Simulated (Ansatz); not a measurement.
Consider CdGeAs2 in the chalcopyrite structure (space group I-42d, No. 122).

```yaml
crystal:
  lattice:
    - [-2.93676, 2.93676, 5.61322]
    - [2.93676, -2.93676, 5.61322]
    - [2.93676, 2.93676, -5.61322]
  atoms:
    - { symbol: Cd, position: [0.00000, 0.00000, 0.00000] }
    - { symbol: Cd, position: [0.75000, 0.25000, 0.50000] }
    - { symbol: Ge, position: [0.50000, 0.50000, 0.00000] }
    - { symbol: Ge, position: [0.25000, 0.75000, 0.50000] }
    - { symbol: As, position: [0.87500, 0.85102, 0.47602] }
    - { symbol: As, position: [0.14898, 0.62500, 0.02398] }
    - { symbol: As, position: [0.37500, 0.39898, 0.52398] }
    - { symbol: As, position: [0.60102, 0.12500, 0.97602] }
```

Cartesian axes are those of the cell as printed.

Level of theory: LDA (Ansatz, a quantum-chemistry and plane-wave program), no SOC.

Strains are applied to the cell and any free atomic positions relax; under biaxial strain the out-of-plane vector relaxes too.

One change was made to it. Results:

```csv
quantity,base,after
volume per atom,24.21 Å³,24.06 Å³
energy relative to the base (free energy F),0 meV/atom,+0.7 meV/atom
"pressure (mean of the normal stresses, compression positive)",0.00 GPa,0.43 GPa
```

Problem. What was done to the base?
(A) biaxial strain −2.25 %, plane normal [001], relaxed out of plane
(B) biaxial strain −0.75 %, plane normal [001], relaxed out of plane
(C) biaxial strain −3.00 %, plane normal [001], relaxed out of plane

Solution. B, biaxial strain −0.75 %, plane normal [001], relaxed out of plane. For comparison, the energy relative to the base in the other runs: biaxial strain −3.00 %, plane normal [001], relaxed out of plane gives +12 meV/atom; biaxial strain −2.25 %, plane normal [001], relaxed out of plane gives +6.8 meV/atom.

The mesh was chosen for an insulator and is coarse for the gapless case. Stability against distortions was not tested. The final runs are not spin-polarised.
